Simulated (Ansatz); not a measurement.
A computed series for Si: response to strain

Start from Si in the diamond structure (space group Fd-3m, No. 227; a = 5.444 Å). Axes: x, y, z lie along the cube axes.

Strains are applied to the cell and any free atomic positions relax.

Method: Kohn–Sham DFT with the r2SCAN functional, run in Ansatz (a quantum-chemistry and plane-wave program) with PAW and 500 eV plane waves, no spin-orbit coupling.

Candidates:
(a) uniaxial strain ε_zz = −0.50 %
(b) uniaxial strain ε_zz = −1.50 %
(c) uniaxial strain ε_zz = −3.00 %
(d) uniaxial strain ε_zz = −1.00 %

For the base:

| Property | Result |
|---|---|
| Band gap | 0.78 eV |

### Question
Order them by band gap, lowest first.

### Answer
(c) uniaxial strain ε_zz = −3.00 % (0.38 eV), (b) uniaxial strain ε_zz = −1.50 % (0.58 eV), (d) uniaxial strain ε_zz = −1.00 % (0.64 eV), (a) uniaxial strain ε_zz = −0.50 % (0.71 eV)

Whether these cells are dynamically stable was not tested.
